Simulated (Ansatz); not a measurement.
The starting structures come from a database of crystals and need not be the phases stable at ambient conditions.

Tunnelling through a barrier is set by its complex band structure: the current falls as exp(−2κd) with the smallest κ.

Consider the following.

```
CELL_PARAMETERS angstrom
      3.87416     0.00000     0.00000
      0.00000    13.59131     0.00000
      0.00000    -1.08541     3.68429
ATOMIC_POSITIONS crystal
  Ta 0.97729 0.14580 0.14580
  Ta 0.97729 0.85420 0.85420
  Ta 0.02271 0.35420 0.85420
  Ta 0.02271 0.64580 0.14580
  O  0.99794 0.18523 0.68523
  O  0.99794 0.81477 0.31477
  O  0.00206 0.31477 0.31477
  O  0.00206 0.68523 0.68523
  O  0.49235 0.85107 0.85107
  O  0.49235 0.14893 0.14893
  O  0.50765 0.64893 0.14893
  O  0.50765 0.35107 0.85107
  O  0.00500 0.50000 0.00000
  O  0.99500 0.00000 0.00000
```

Space group of this cell: Pmmn. The cell is taken as given; by r2SCAN its mean pressure is -1.0 GPa.

Transport runs along the normal of the first two printed cell vectors.

No gap correction and no spin-orbit coupling; mid-gap values are interpolated between computed energies.

**Question.** State the band gap and the smallest decay constant κ at mid-gap according to Ansatz (a quantum-chemistry and plane-wave program) with r2SCAN.

**Answer.** Gap 2.79 eV on a 8×8×8 mesh; κ = 0.313 1/Å, at the zone centre.
